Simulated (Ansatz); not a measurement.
We consider hexagonal WC, described by RPBE in Ansatz (plane waves, PAW).

Settings: plane-wave cutoff 520 eV, 24×24×22 k mesh (along the axes of the cell as run), Fermi–Dirac smearing 0.052 eV (set by the program), no spin polarisation, scalar-relativistic PAW data made under PBE.

Computed at the level's own relaxed cell.

```
WC
1.0
    2.93341     0.00000     0.00000
   -1.46670     2.54041     0.00000
    0.00000     0.00000     2.85671
W C
1 1
Direct
  0.00000   0.00000   0.00000
  0.33333   0.66667   0.50000
```

Question: Give the elastic tensor (Voigt notation, GPa, ions relaxed, in the Cartesian axes of the cell as printed).

Answer: 
```
  681.9   216.3   163.6     0.0     0.0     0.0
  216.3   681.9   163.6     0.0     0.0     0.0
  163.6   163.6   914.9     0.0     0.0     0.0
    0.0     0.0     0.0   292.2     0.0     0.0
    0.0     0.0     0.0     0.0   292.2     0.0
    0.0     0.0     0.0     0.0     0.0   232.8
```

Spin–orbit coupling is not included.

Ansatz is an electronic-structure program.
